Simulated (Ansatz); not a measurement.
The starting structures come from a database of crystals and need not be the phases stable at ambient conditions.

 Where the default PAW files enter, the runs use the earlier of Ansatz's two default sets.

Tunnelling through a barrier is set by its complex band structure: the current falls as exp(−2κd) with the smallest κ.

Consider the following.

```
RbHO
1.0
    4.11779     0.00000     0.00000
    0.00000     4.20269     0.00000
    2.05890     0.00000     5.39405
Rb H O
2 2 2
Cartesian
  4.11779   1.09715   3.90302
  2.05890   3.19850   1.49102
  4.11779   1.66759   0.34792
  2.05890   3.76893   5.04613
  4.11779   0.99831   1.05950
  2.05890   3.09965   4.33455
```

Space group of this cell: Cmc2_1. The cell is taken as given.

Transport runs along the normal of the first two printed cell vectors.

The gap is the functional's own, uncorrected, and κ follows it; spin-orbit coupling is left out. Mid-gap values are interpolated between the computed energies.

Q: State the band gap and the smallest decay constant κ at mid-gap according to PBEsol in Ansatz (a first-principles code).

A: Gap 3.58 eV on a 8×8×8 mesh; κ = 0.354 1/Å, at the zone centre.
